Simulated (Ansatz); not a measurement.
System: HfPd2B2C (model structure, started from the YNi2B2C type, I4/mmm, No. 139, 6 atoms in the cell). Method: PBE (plane waves, PAW; Ansatz, a program for electronic structure).

Settings: plane-wave cutoff 520 eV, 20×20×20 k mesh, Fermi–Dirac smearing 0.05 eV, scalar-relativistic PAW data made under PBE.

Cell (relaxed at this level):

```xyz
6
Lattice="-1.8292 1.8292 5.4264 1.8292 -1.8292 5.4264 1.8292 1.8292 -5.4264" Properties=species:S:1:pos:R:3 pbc="T T T"
Hf     0.0000     0.0000     5.4264
Pd     0.0000     1.8292     2.7132
Pd     1.8292     0.0000     2.7132
B      0.0000     0.0000     1.4692
B      0.0000     0.0000     9.3836
C      0.0000     0.0000     0.0000
```

Problem. What does this level give for the bulk modulus B0?

Solution. 
- bulk modulus B0 = 207 GPa

The run finds no gap.

Note: the bulk modulus is −V dP/dV from two relaxed cells at ±2 % in volume; the relaxation could raise the start's symmetry but not lower it, so the cell can be a saddle point.

Spin–orbit coupling is not included; it can open a gap where bands touch, and shift volumes and moduli.

A model structure was made by putting elements into a prototype or built by hand; it is no filed structure, need not be a known phase, and can be a saddle point held by its symmetry.
